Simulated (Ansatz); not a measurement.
The starting structures come from a database of crystals and need not be the phases stable at ambient conditions.

By PBEsol, the system below comes out a metal.

Without scattering a metal conducts by its projected Fermi surface.

```xyz
2
Lattice="2.7562 0.0000 0.0000 -1.3781 2.3869 0.0000 0.0000 0.0000 4.7695" Properties=species:S:1:pos:R:3 pbc="T T T"
Al     1.3781     0.7957     3.5771
Al     0.0000     1.5913     1.1924
```

Space group of this cell: P6_3/mmc, hcp (Mg type). The cell is strained (all lengths scaled by 0.98); by PBEsol its mean pressure is 3.7 GPa.

The current flows along the normal of the first two printed cell vectors, the (001) plane of the conventional cell. No spin-orbit coupling; the value is a mean over 0.1 eV about the Fermi level.

Question: State the ballistic conductance per area according to PBEsol (Ansatz, an electronic-structure program).

Answer: 1.7 × 10¹⁵ S/m² for both spins.
